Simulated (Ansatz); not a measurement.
Take W in the bcc (W type) structure (space group Im-3m, No. 229; a = 3.1835 Å) as the base.

The values are results of Ansatz (a first-principles code), PBE, PAW, cutoff 420 eV, no spin-orbit coupling, not measurements.

One change was made to it. Results:

The volume per atom decreases by 3.10 Å³ (16.13 Å³ → 13.03 Å³); the band gap stays zero.

### Question
Which of these changes matches the shifts?
A) pressure 50 GPa
B) pressure −1 GPa
C) pressure 15 GPa
D) pressure 100 GPa

### Answer
D, pressure 100 GPa. For comparison, the volume per atom in the other runs: pressure 15 GPa gives 15.43 Å³; pressure 50 GPa gives 14.21 Å³; pressure −1 GPa gives 16.19 Å³.

Load acts through the strain it causes; cell and atoms are relaxed under it. Stability against distortions was not tested. Competing high-pressure phases were not computed. All final runs are without spin polarisation.
